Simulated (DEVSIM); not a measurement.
Structure: Au/Al2O3/SiO2/n-Si capacitor, at 400 K.

| layer (left to right) | material | thickness (nm) | Nd (cm⁻³) |
|---|---|---|---|
| 1 | Al2O3 | 11.0 | - |
| 2 | SiO2 | 0.890 | - |
| 3 | Si | 670 | 7.3e17 |

Metal gate on the left, work function 5.1 eV. Fixed charge at the semiconductor interface 0 cm⁻² (in units of +e); no interface traps.

Constants are typed, rounded textbook-type inputs, not results; the design itself was drawn at random and stands for no fabricated device. Values at 300 K; Nc and Nv go as T^1.5, mobilities as T to minus their exponent, the gap by Varshni's rule with the affinity fixed.

```csv
parameter,Al2O3,SiO2,Si
gap (eV),6.8,9,1.124
affinity (eV),1.35,0.9,4.05
permittivity,9,3.9,11.7
Nc (cm⁻³),-,-,2.86e19
Nv (cm⁻³),-,-,3.1e19
Varshni α (eV/K),-,-,0.000473
Varshni β (K),-,-,636
```

Simulated with DEVSIM: 1D Poisson equation in equilibrium, Boltzmann statistics, complete ionisation; no quantum confinement or tunnelling. Metal contacts follow the ideal Schottky-Mott rule: no Fermi-level pinning, no interface dipoles.

The substrate doping was swept, all else fixed.

| substrate doping (cm^-3) | minimum of the low-frequency capacitance (μF/cm²) | flat-band voltage (V) |
|---|---|---|
| 3.6e16 | 0.0738 | 0.80 |
| 7.3e16 | 0.1000 | 0.83 |
| 1.5e17 | 0.124 | 0.85 |
| 3.6e17 | 0.166 | 0.88 |
| 7.3e17 | 0.207 | 0.91 |
| 1.5e18 | 0.254 | 0.93 |

From the first row to the last the minimum of the low-frequency capacitance goes from 0.0738 to 0.254. From the first row to the last the flat-band voltage goes from 0.80 to 0.93.
